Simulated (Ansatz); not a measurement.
The reference is ZnCu$_{2}$SnS$_{4}$ (space group I-4, No. 82; a = 5.3737 Å, c = 10.7548 Å).

Level of theory: PBEsol in Ansatz (plane waves to 420 eV, PAW, spin-orbit coupling left out).

Base values:

- Pressure: -0.01 GPa

One thing is altered: the cell is scaled by 0.9700 in all directions; the atoms relax in the strained cell.

Problem. How does this affect the largest internal atomic displacement, energy relative to the base and pressure?

Solution. The largest internal atomic displacement comes out as 0.015 Å; the energy increases by 44 meV/atom; the pressure (mean of the normal stresses, compression positive) grows by 9.103 GPa (-0.01 GPa → 9.10 GPa).

No phonon test of stability was made. The final runs are not spin-polarised.

Ansatz is a first-principles code.
